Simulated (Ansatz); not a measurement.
# Pyrite PtAs2

Computed with LDA (Ansatz, an electronic-structure program, plane waves, PAW).

Settings: plane-wave cutoff 520 eV, 6×6×6 k mesh, Fermi–Dirac smearing 0.01 eV, scalar-relativistic PAW data made under PBE.

Cell (relaxed at this level):

```xyz
12
Lattice="5.9435 0.0000 0.0000 0.0000 5.9435 0.0000 0.0000 0.0000 5.9435" Properties=species:S:1:pos:R:3 pbc="T T T"
As     3.6664     5.2489     0.6946
As     0.6946     3.6664     5.2489
As     3.6664     3.6664     3.6664
As     2.2771     2.2771     2.2771
As     5.2489     0.6946     3.6664
As     5.2489     2.2771     0.6946
As     0.6946     5.2489     2.2771
As     2.2771     0.6946     5.2489
Pt     0.0000     2.9718     2.9718
Pt     2.9718     0.0000     2.9718
Pt     0.0000     0.0000     0.0000
Pt     2.9718     2.9718     0.0000
```

| Property | Value |
|---|---|
| band gap | 0.25 eV |
| smallest direct gap on the k points sampled | 1.05 eV |
| Γ–Γ gap | 1.70 eV |

Spin–orbit coupling is not included; it can close the smallest gap of 0.25 eV.

Computed values are for the static lattice.

The result took around 5 core-minutes (rough).
